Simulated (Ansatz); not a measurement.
As (model structure, started from the fcc type, Fm-3m, No. 225, 1 atoms in the cell) was calculated with PBEsol (plane waves, PAW; Ansatz, a first-principles code).

Settings: plane-wave cutoff 520 eV, 22×22×22 k mesh, Fermi–Dirac smearing 0.05 eV, scalar-relativistic PAW data made under PBE.

Cell (relaxed at this level):

```cif
data_As
_chemical_formula_sum 'As1'
_space_group_name_H-M_alt 'P 1'
_space_group_IT_number 1
_cell_length_a 2.96443
_cell_length_b 2.96443
_cell_length_c 2.96443
_cell_angle_alpha 60.000
_cell_angle_beta 60.000
_cell_angle_gamma 60.000
loop_
_space_group_symop_operation_xyz
  'x, y, z'
loop_
_atom_site_label
_atom_site_type_symbol
_atom_site_fract_x
_atom_site_fract_y
_atom_site_fract_z
_atom_site_occupancy
As1 As 0.00000 0.00000 0.00000 1
```

### Question
Estimate the bulk modulus that the calculation returns.

### Answer

bulk modulus: 87.2 GPa

The run finds no gap.

Note: the bulk modulus is −V dP/dV from two relaxed cells at ±2 % in volume; the relaxation could raise the start's symmetry but not lower it, so the cell can be a saddle point.

Computed values are for the static lattice.

A model structure was made by putting elements into a prototype or built by hand; it is no filed structure, need not be a known phase, and can be a saddle point held by its symmetry.
